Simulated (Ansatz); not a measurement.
Defect migration in monoclinic ZrO2 strained by +1.5 % along x and y, z held: O vacancy, neutral cell. The step: one O atom jumps into the vacancy from a nearby O site; the atom moves 2.70 Å along (0.00, -0.14, -0.48) of the unit cell; the moving atom starts with neighbours O at 2.61, O at 2.62; Zr at 2.06, Zr at 2.11, Zr at 2.19 Å and ends with O at 2.58, O at 2.59; Zr at 2.08, Zr at 2.12, Zr at 2.15 Å. DFT values are from Ansatz (plane-wave PAW, 420 eV unless said) in a cell of 96 host sites, spin-restricted, static, with no finite-size correction. The charge state is imposed; whether it is stable for some Fermi level was not computed. Forms of the defect that were not tried may lie lower. The start lies 0.16 eV above the lowest site run (PBE). For the PBE band: the saddle point's order was not checked.

```json
[
 {"Level": "CHGNet universal potential (has no charge state), its own band", "Forward barrier (eV)": "0.65", "Cost of the band or of the saddle's single point": "-"},
 {"Level": "PBE, the Γ point alone, band relaxed", "Forward barrier (eV)": "1.42", "Cost of the band or of the saddle's single point": "roughly 29 core-minutes"},
 {"Level": "PBE, a 2×2×2 k-point mesh shifted by half a step, same geometries", "Forward barrier (eV)": "1.45", "Cost of the band or of the saddle's single point": "about 10 core-minutes (a rough figure)"}
]
```

Ansatz is a program for electronic structure.
